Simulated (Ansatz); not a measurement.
**A constructed model of the (0001) surface of hcp Co, ferromagnetic, a layer of Os in place of the third plane (bottom of the slab: a bare face, its two planes held)**

The numbers are results of PBE (plane waves to 420 eV, PAW; Ansatz, a program for electronic structure), not measurements.

Model: 6-atom slab, 10.3 Å thick at the start with caps and adatoms (thin: gaps and levels are the slab's own), 17x17x1 mesh, Fermi-Dirac 0.1 eV, dipole correction, 2 atoms held, the rest relaxed; symmetry of the start imposed; spin-polarised, ending with about 7.7 μB a cell; orders that need a larger cell were not tried, no spin-orbit, no U. In PBE it is, or lies within 0.01 eV a 1x1 cell of, the lowest of the 2 structures of its composition computed so far; subsurface sites and larger cells were not tried.

```
Item                                                   Value
-----------------------------  -----------------------------
work function of the top face                        4.95 eV
energy released by relaxation                       0.017 eV
magnetic moment of the cell                          7.66 μB
cost                           around 4 core-minutes (rough)
```
